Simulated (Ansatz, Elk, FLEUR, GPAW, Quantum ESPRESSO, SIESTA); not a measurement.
Code comparison for Co (P6_3/mmc, 4 atoms in the cell)

Self-consistent single point.

```
Co
1.0
    2.46636     0.00000     0.00000
   -1.23318     2.13593     0.00000
    0.00000     0.00000     8.07448
Co
4
Direct
  0.00000   0.00000   0.00000
  0.00000   0.00000   0.50000
  0.33333   0.66667   0.25000
  0.66667   0.33333   0.75000
```
Moments meant for the start (each program seeds them in its own way; μB, in the order of the atoms Co Co Co Co): 3.0 3.0 3.0 3.0.

All programs got the same cell, k-point mesh and kind of occupations, and the same starting moments (in Ansatz's words: kpoints.mp_grid.grid = 14 14 4; magnetization.spin_polarized = true; scf.occupations.method = fermi_dirac; scf.occupations.width = 0.0073 Ry); potentials, basis and cutoffs are each program's usual ones.

```json
[
 {"code": "FLEUR", "model": "PBE, all-electron FLAPW (FLEUR), scalar-relativistic valence", "pressure (GPa)": "–", "size of the net moment (μB/atom)": "1.60", "k-points": "72", "cutoff": "Kmax 3.6 1/bohr"},
 {"code": "GPAW", "model": "PBE, GPAW PAW datasets PBE (gpaw-data 1.0.1)", "pressure (GPa)": "6.54", "size of the net moment (μB/atom)": "1.61", "k-points": "72", "cutoff": "850 eV"},
 {"code": "Elk", "model": "PBE, all-electron FP-LAPW, Elk's shipped species files, default APW+lo basis", "pressure (GPa)": "–", "size of the net moment (μB/atom)": "1.61", "k-points": "72", "cutoff": "rgkmax 7"},
 {"code": "Ansatz", "model": "PBE, default PAW files", "pressure (GPa)": "5.20", "size of the net moment (μB/atom)": "1.61", "k-points": "72", "cutoff": "30.9 Ry"},
 {"code": "Quantum ESPRESSO", "model": "PBE, PSlibrary ultrasoft (PBE) pseudopotentials", "pressure (GPa)": "3.00", "size of the net moment (μB/atom)": "1.52", "k-points": "72", "cutoff": "50 Ry"},
 {"code": "SIESTA", "model": "GGA PBE, numerical atomic orbitals DZP, PseudoDojo PBE standard norm-conserving potentials (rewritten from UPF to PSML)", "pressure (GPa)": "-4.07", "size of the net moment (μB/atom)": "1.63", "k-points": "429", "cutoff": "grid 300 Ry"}
]
```

A dash marks a value that a program does not give, or that is left out as unsure.

The spread over the programs that give each value: pressure within 10.61 GPa; size of the net moment within 0.11 μB/atom.

The starting cell comes from a database of computed structures (which also holds hypothetical and non-ambient phases and stackings), without a prior relaxation at this level. Its lattice was rescaled by a random factor within 2.5 % of one. On Ansatz's run: The magnetic order is the one reached from the typed start; others were not searched systematically. In the base run, with a pressure of about 5 GPa the cell is away from its equilibrium volume at this level.

Why do the programs differ, and what cannot be compared?

Differences of this kind can come from the potentials, where these differ, and from what each basis and cutoff leave unconverged. The valence holds different numbers of electrons (FLEUR 60, GPAW 36, Ansatz (a quantum-chemistry and plane-wave program) 68, Quantum ESPRESSO 36, SIESTA 68). The zero of total energies and Fermi levels follows the potentials and each program's conventions, so they are not compared here. SIESTA uses small atom-centred bases, whose incompleteness enters pressures, forces and empty levels differently from a plane-wave cutoff. FLEUR and Elk treat all electrons, but the usual bases taken here (sphere radii, linearisation, local orbitals, empty states) were not tested for convergence, so the values are no reference for the others. Ansatz's pressure is given at a fixed set of plane waves, as the other plane-wave codes print theirs; with its correction for the finite basis it is 5.38 GPa. Ansatz's smearing width was typed in Ry to four decimals, so it matches the others to a few per cent. Site moments depend on each program's spheres or projections; the total moment of the cell does not. The programs reduce the same mesh by symmetry to different extents, which changes the work and not the result.

Left out of this page: ABINIT (stopped by limits of time or memory).

Keys are those of Ansatz 0.2.
